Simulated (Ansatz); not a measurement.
## Effect of pressure 5 GPa on Rb

Take Rb in the bcc (W type) structure (space group Im-3m, No. 229; a = 5.6752 Å) as the base.

It is then changed as follows: cell and atoms relaxed at a pressure of 5 GPa.

Calculations: PBE (Ansatz, a program for electronic structure; PAW; 420 eV plane waves; spin-orbit coupling left out). Γ-centred 12×12×12 mesh, Fermi–Dirac width 0.05 eV.

The volume per atom decreases by 41.73 Å³, from 91.39 Å³ to 49.66 Å³ and the lattice parameter a falls by 1.044 Å (5.675 Å → 4.631 Å). The enthalpy H = E + PV relative to the base's energy is +1.96 eV/atom and the band gap stays zero.

Load acts through the strain it causes; cell and atoms are relaxed under it. Stability against distortions was not tested. Competing high-pressure phases were not computed. All final runs are without spin polarisation.
